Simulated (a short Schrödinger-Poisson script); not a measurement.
System: symmetric double-gate stack, SiO2 on p-type GaN, at 400 K.

```tsv
layer	material	thickness (nm)	Na (cm⁻³)
1	SiO2	3.1	-
2	GaN	2	2e17
3	SiO2	3.1	-
```

The device is made up for the run: typed textbook-type constants, with dimensions and the other settings drawn at random. SiO2: permittivity 3.9, conduction-band edge (eV) 3.2, gap (eV) 9, electron mass (mₑ) 0.5. GaN: permittivity 9.5, conduction-band edge (eV) 0, gap (eV) 3.43, Nv at 300 K (cm⁻³) 4.6e19.

Channel valleys (confinement mass, in-plane density-of-states mass, number): Γ 0.2, 0.2, 1. At the gates, both at one voltage, the conduction-band edge of layer 1 lies 3.54 eV − eVg above the Fermi level of the channel. Gaps are held at their typed values at every temperature. Mesh 0.03 nm at interfaces.

From a short Schrödinger-Poisson script (our own, NumPy): 1D Poisson equation in equilibrium, electrons quantum, Hartree (BenDaniel-Duke, 12 states a valley, the channel's in-plane mass for all, wave functions free to enter the dielectric), parabolic valleys, classical holes, full ionisation, no traps, pinning or gate leakage.

The same stack at other levels of the model or other numerical settings:

| run | sheet density of all electrons at Vg = 1.8 V (cm⁻²) | sheet density of all electrons at Vg = 0.6 V (cm⁻²) | capacitance of both gates at Vg = 1.8 V (μF/cm²) | gate voltage at 1e11 electrons/cm² (V) | rough cost against the base |
|---|---|---|---|---|---|
| base | 1.37e13 | 6.97e11 | 1.82 | 0.49 | about 1 |
| electrons treated as classical, Boltzmann | 1.81e13 | 2.78e12 | 2.13 | 0.29 | 0.08 |
| electrons treated as classical, Fermi-Dirac | 1.51e13 | 2.33e12 | 1.79 | 0.29 | 0.2 |
| electrons treated as quantum, Hartree plus LDA exchange-correlation | 1.45e13 | 9.27e11 | 1.85 | 0.47 | 2 |
| mesh six times as coarse | 1.35e13 | 5.86e11 | 1.82 | 0.50 | 0.4 |
| one subband a valley | 1.37e13 | 6.97e11 | 1.82 | 0.49 | 0.5 |

The classical rows ignore confinement, and Boltzmann statistics overrate the density once the band edge passes the Fermi level.

In real p-type GaN the Mg acceptor is only partly ionised, and so wide a gap doesn't supply an inversion layer without source and drain.
